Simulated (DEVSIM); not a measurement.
Structure: abrupt Si p-n junction, at 350 K.

Layer 1 from the left is Si, thickness (μm) 71.0, Na (cm⁻³) 3.2e17, τn (s) 4.5e-5, τp (s) 4.5e-5. Layer 2 from the left is Si, thickness (μm) 2.20, Nd (cm⁻³) 1.1e15, τn (s) 4.5e-5, τp (s) 4.5e-5.

Left contact: ohmic. Right contact: ohmic. Voltage is applied to the left contact. Recombination: SRH at mid-gap, radiative. Mobility is constant in doping.

The device is made up for the run: typed textbook-type constants, with dimensions and the other settings drawn at random. Values at 300 K; Nc and Nv go as T^1.5, mobilities as T to minus their exponent, the gap by Varshni's rule with the affinity fixed.

Si: gap (eV) 1.124, affinity (eV) 4.05, permittivity 11.7, Nc (cm⁻³) 2.86e19, Nv (cm⁻³) 3.1e19, μn (cm²/Vs) 1417, μp (cm²/Vs) 470, T exponent of μn 2.3, T exponent of μp 2.2, B (cm³/s) 4.7e-15, Varshni α (eV/K) 0.000473, Varshni β (K) 636.

DEVSIM, 1D drift-diffusion, Boltzmann statistics, complete ionisation; no tunnelling, impact ionisation, image-force lowering or self-heating.

Problem. What does the simulation give for the potential step across the device at zero bias, the dark forward voltage at 100 A/cm²?

Solution. potential step across the device at zero bias 0.652 V; dark forward voltage at 100 A/cm² 0.645 V.
